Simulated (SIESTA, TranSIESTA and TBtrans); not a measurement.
System: Pd chain with one S atom in place of Pd. Leads: straight Pd chain, spacing 2.65 Å. Geometry: 3 atoms about the centre moved by SIESTA (PBE, DZP) to a largest force of 0.02 eV/Å, all others as built, motion along the axis alone. Transport runs along z; the first 4 and the last 4 of the 15 atoms are the lead cells, repeated to infinity.

```xyz
15
Lattice="9.000 0.000 0.000 0.000 9.000 0.000 0.000 0.000 39.400" Properties=species:S:1:pos:R:3 pbc="F F T"
Pd     4.500     4.500     0.000
Pd     4.500     4.500     2.650
Pd     4.500     4.500     5.300
Pd     4.500     4.500     7.950
Pd     4.500     4.500    10.600
Pd     4.500     4.500    13.250
Pd     4.500     4.500    16.150
S      4.500     4.500    18.379
Pd     4.500     4.500    20.608
Pd     4.500     4.500    23.500
Pd     4.500     4.500    26.150
Pd     4.500     4.500    28.800
Pd     4.500     4.500    31.450
Pd     4.500     4.500    34.100
Pd     4.500     4.500    36.750
```
Starting moments (μB): atom 5 +0.7, atom 6 +0.7, atom 7 +0.7, atom 9 +0.7, atom 10 +0.7, atom 11 +0.7; lead atoms +0.7 (left) and +0.7 (right).

Run with TranSIESTA and TBtrans (open boundaries, self-consistent; PseudoDojo norm-conserving potentials, scalar-relativistic): Spin polarized, PAO.BasisSize DZP, PAO.EnergyShift 0.15 eV, XC.Authors PBE, Mesh.Cutoff 200 Ry, ElectronicTemperature 300 K, TS.Voltage 0.0 eV, TBT.Elecs.Eta 0.001 eV.

Energies count from the leads' Fermi level. Transmissions are for each spin. The energy step is 0.01 eV; narrower resonances are cut or missed.

| E (eV) | T up | T down |
|---|---|---|
| -0.20 | 0.632 | 0.608 |
| -0.15 | 0.484 | 0.740 |
| -0.10 | 0.390 | 0.996 |
| -0.05 | 0.326 | 1.32 |
| 0.00 | 0.282 | 1.30 |
| 0.05 | 0.252 | 1.06 |
| 0.10 | 0.232 | 0.897 |
| 0.15 | 0.218 | 0.806 |
| 0.20 | 0.209 | 0.742 |

### Question
Give the zero-bias conductance in μS and the resistance at 300 K.

### Answer
At the Fermi level the mean of both spins is (0.282 + 1.30)/2 = 0.791. Averaged with −∂f/∂E over the full grid (kT = 25.9 meV) it is 0.753. With G0 = 2e²/h = 77.48 μS, G = 58.3 μS and R = 1/G = 17.2 kΩ.

### Question
The eigenchannels at the Fermi level (both spins) transmit 0.282, 0.923, 0.187, 0.187. What Fano factor of the shot noise follows at low temperature and bias?

### Answer
F = Σ τ(1 − τ)/Σ τ = 0.578/1.58 = 0.37.

The magnetic order of the leads was set by the start, and no other order was tried; the separate lead runs end at 0.74 (left) and 0.74 (right) μB an atom. The straight chain is held at its spacing; free chains may zigzag or dimerise.
